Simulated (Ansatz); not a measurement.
Be2Si, pressure series

Consider Be$_{2}$Si (space group Fm-3m, No. 225; a = 5.283 Å; a model cell, its experimental status unchecked).

Cell and atoms are relaxed at each pressure.

Method: r2SCAN, PAW, 500 eV (Ansatz, a quantum-chemistry and plane-wave program; spin-orbit coupling left out).

Notes on the quantities. enthalpy: H = E + PV relative to the base's energy.

| change | enthalpy | volume per atom |
|---|---|---|
| base | – | 12.29 Å³ |
| pressure −2 GPa | -0.15 eV/atom | ? |
| pressure −1 GPa | -0.08 eV/atom | 12.41 Å³ |
| pressure 1.8 GPa | +0.14 eV/atom | 12.08 Å³ |
| pressure 4.2 GPa | +0.32 eV/atom | 11.82 Å³ |
| pressure 9 GPa | +0.66 eV/atom | 11.37 Å³ |
| pressure 18 GPa | +1.28 eV/atom | 10.69 Å³ |
| pressure 30 GPa | +2.05 eV/atom | 9.99 Å³ |
| pressure 45 GPa | +2.96 eV/atom | 9.32 Å³ |
| pressure 60 GPa | +3.80 eV/atom | 8.80 Å³ |

Complete the table.


- pressure −2 GPa, volume per atom: 12.54 Å³

Load acts through the strain it causes; cell and atoms are relaxed under it. No phonon test of stability was made. No other phases were tried under pressure. All final runs are without spin polarisation.
